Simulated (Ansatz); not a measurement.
An Ansatz (an electronic-structure program) input for (Al,Ga)N alloy cell Al5Ga3N8 (wurtzite start):

Ansatz 0.2 input:
```yaml
crystal:
  lattice:
    - [6.323881851, 0.000142011, -0.000113161]
    - [0.000122989, 5.475687945, -0.000106316]
    - [-0.000091236, -0.000098992, 5.094269687]
  atoms:
    - { symbol: Al, position: [-0.001231338, 0.335309867, -0.000623929] }
    - { symbol: Ga, position: [0.50139688, 0.331901683, -0.002973984] }
    - { symbol: Al, position: [0.247643563, 0.831904769, -0.001695691] }
    - { symbol: Al, position: [0.75249392, 0.83427934, -0.001051495] }
    - { symbol: Ga, position: [0.246835227, 0.16640509, 0.498528829] }
    - { symbol: Al, position: [0.752625635, 0.165695272, 0.499151659] }
    - { symbol: Ga, position: [0.501505029, 0.669309094, 0.498145156] }
    - { symbol: Al, position: [-0.001329259, 0.665532331, 0.499396012] }
    - { symbol: N, position: [-0.006668831, 0.338939845, 0.373722749] }
    - { symbol: N, position: [0.505968204, 0.328273411, 0.382242814] }
    - { symbol: N, position: [0.242894614, 0.827745314, 0.372486707] }
    - { symbol: N, position: [0.757261923, 0.838195202, 0.373681771] }
    - { symbol: N, position: [0.243018355, 0.163160118, 0.883951655] }
    - { symbol: N, position: [0.75743549, 0.162324852, 0.8737648] }
    - { symbol: N, position: [0.500817243, 0.676129393, 0.883940263] }
    - { symbol: N, position: [-0.000666657, 0.664894414, 0.875332701] }
basis:
  ecutwfc: 420
  ecutrho_ratio: 4
  xc_grid: 2
kpoints:
  mp_grid: { grid: [3, 4, 4] }
hamiltonian:
  xc: pbe
  dispersion: none
  pseudopotentials: { kind: paw }
scf:
  n_extra_bands: 11
  occupations: { method: fermi_dirac, width: 0.01 }
output:
  forces: true
  stress: true
  eigenstates:
    kpoints:
      - [0.0, 0.0, 0.0]
      - [0.0, -0.5, 0.0]
      - [-0.333333, 0.0, 0.0]
      - [0.333333, -0.5, 0.0]
    e_range: [-4.0, 6.0]
    localisation: true
relax:
  f_tol: 0.03
  max_steps: 90
  cell: { stress_tol: 0.15 }
```

Calculation: PBE (plane waves to 420 eV, PAW; Ansatz). Scalar-relativistic, without spin–orbit coupling. Its k-point mesh 3×4×4, Fermi–Dirac width 0.01 eV.

### Question
Write the closing report of this run, without the band table and long remarks, to eight decimals at most.

### Answer
```
SCF converged after 4 iterations
Free energy (F): -17124.958912 eV
Harris-Foulkes:  -17124.958912 eV  (|F-HF|=4.33e-10)
Internal energy: -17124.958912 eV  (E = F + TS)
E sigma→0 (E₀):  -17124.958912 eV
Fermi energy:    9.366970 eV
--- Per-component energies (eV) ---
  E_band       = 4.595856
  E_kinetic    = 1531.367691
  E_local      = -8465.767342  (includes V_loc(G=0)·N_el)
  E_nonlocal   = 1699.589422
  E_hartree    = 3803.896760
  E_xc         = -893.202194
  E_vxc        = -939.157067  (∫ρ·V_xc dr)
  E_paw        = -9336.898163  (= ΣΔE_a)
  E_vpaw       = -1429.228598  (= ΣTr[D̂ρ^β])
  E_aug_tail   = 0.000545  (compensation charges beyond the density's cutoff)
  E_ewald      = -5463.945631
  E_smearing   = 0.000000  (= −TS)
  E_closure    = 0.000000  (closes the sum)
  Σ components = -17124.958912   (vs F -17124.958912, Δ=0.00e0)
--- Forces (eV/Å), atoms counted from 1 ---
  atom   1  Al     0.00001056     0.00066481    -0.00058000
  atom   2  Ga    -0.00080534     0.00019864    -0.00131311
  atom   3  Al    -0.00022242     0.00017916     0.00084709
  atom   4  Al     0.00106417    -0.00014909    -0.00053049
  atom   5  Ga    -0.00054547     0.00022445    -0.00059821
  atom   6  Al    -0.00003929    -0.00032358     0.00209054
  atom   7  Ga     0.00084557     0.00018111    -0.00051279
  atom   8  Al    -0.00077102    -0.00015808     0.00024904
  atom   9  N      0.00059698     0.00005853    -0.00092325
  atom  10  N     -0.00056815     0.00027219     0.00089215
  atom  11  N      0.00162893     0.00027328    -0.00052754
  atom  12  N     -0.00121841    -0.00061504    -0.00080039
  atom  13  N      0.00126653     0.00012637     0.00105588
  atom  14  N     -0.00153756     0.00001309    -0.00029535
  atom  15  N     -0.00015641    -0.00062912     0.00096794
  atom  16  N      0.00045021    -0.00031210     0.00011887
  max |Σ_I F_I| component: 1.40e-4 eV/Å
--- Stress (GPa, compression-positive) ---
        0.010121      -0.001016       0.000235
       -0.001009       0.007379       0.000715
        0.000236       0.000699       0.030130
  P = ⅓ Tr σ = 0.0159 GPa (0.159 kbar)
--- Relaxed structure (4 steps of the walk, 4 accepted, 1 SCFs on fresh bases) ---
  F+E_penalty+E_count = -17124.95891186 eV   max|allowed force component| = 2.082e-3 eV/Å   (the final SCF, on the basis selected at the relaxed cell)
  cell:  # Å, volume = 176.8716 Å³
    - [6.32300604, -0.00100944, 1.37691067e-5]
    - [-0.00087402, 5.47389581, -0.00092906]
    - [1.13468328e-5, -0.00086407, 5.11020255]
  atoms:
    - { symbol: Al, position: [-0.00167369, 0.33529854, -0.00212554] }
    - { symbol: Ga, position: [0.50159297, 0.33184552, -0.00096822] }
    - { symbol: Al, position: [0.24688990, 0.83151651, -0.00180394] }
    - { symbol: Al, position: [0.75360293, 0.83461143, -0.00218416] }
    - { symbol: Ga, position: [0.24618651, 0.16590770, 0.49909949] }
    - { symbol: Al, position: [0.75331834, 0.16553952, 0.49849549] }
    - { symbol: Ga, position: [0.50183876, 0.66935264, 0.49919795] }
    - { symbol: Al, position: [-0.00177080, 0.66595511, 0.49806077] }
    - { symbol: N, position: [-0.00707917, 0.33932202, 0.37267507] }
    - { symbol: N, position: [0.50592550, 0.32782876, 0.38453327] }
    - { symbol: N, position: [0.24320592, 0.82731243, 0.37168422] }
    - { symbol: N, position: [0.75741911, 0.83867502, 0.37293562] }
    - { symbol: N, position: [0.24294641, 0.16288234, 0.88562732] }
    - { symbol: N, position: [0.75726788, 0.16253459, 0.87250737] }
    - { symbol: N, position: [0.50071571, 0.67634845, 0.88597898] }
    - { symbol: N, position: [-0.00038629, 0.66506942, 0.87428633] }
```

Cost: very roughly 90 core-seconds.
